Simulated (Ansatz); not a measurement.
The reference is SiC in the zinc blende structure (space group F-43m, No. 216; a = 4.3566 Å). Axes: x, y, z lie along the cube axes.

Calculations: Ansatz (a program for electronic structure) r2SCAN, without spin-orbit coupling, earlier PAW set.

For the base:

```
Quantity                              Result
---------------------  ---------------------
Valence-band top at Γ    0.00, 0.00, 0.00 eV
Pressure                            0.0 kbar
Smallest direct gap                  5.05 eV
Valley order           X along ⟨100⟩ 1.71 eV
```

Perturbation: a pure shear with ε_xy = ε_yx = 0.0331, atoms relaxed at fixed cell.

What does the calculation give for the valence-band top at Γ, pressure, smallest direct gap and valley order after the change?

The valence-band top at Γ (three highest levels, from the VBM) goes from 0.00, 0.00, 0.00 eV to 0.00, -0.39, -0.65 eV; the pressure (mean of the normal stresses, compression positive) goes from zero to 7.0 kbar; the smallest direct gap decreases by 0.84 eV to 4.21 eV; the valley order (the lowest conduction-band minima on the path, energy above the VBM, named in the base's zone) changes from X along ⟨100⟩ 1.71 eV to X along [001] 1.15 eV; X along [010] 1.35 eV.

The cells carry an imposed strain or load. Stability against distortions was not tested.
